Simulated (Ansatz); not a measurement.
Consider LiF in the rock salt structure (space group Fm-3m, No. 225; a = 4.0077 Å).

Level of theory: Ansatz (a program for electronic structure), PBEsol, PAW, cutoff 420 eV, spin-orbit coupling left out.

Base values:

Gap character: direct at Γ
Gap between the host's bands: 9.05 eV

It is then changed as follows: hole doping at 2.0×10^21 cm⁻³ (0.0322 per cell), with a uniform compensating background at fixed cell and a 300 K Fermi–Dirac width.

Task: What happens to the gap character?

Result: The gap character stays direct at Γ.

Task: Predict the new gap between the host's bands.

Result: The gap between the host's bands rises by 0.10 eV (9.05 eV → 9.15 eV).

Task: Predict the new Fermi level from band edge.

Result: The Fermi level relative to the doped band's edge (positive inside the band; to 0.05 eV) comes out as 0.00 eV.

Carriers are added with a uniform compensating background; total energy and stress of such cells depend on the potential's zero and are not compared; many-body gap narrowing is missing at this level. Stability against distortions was not tested.
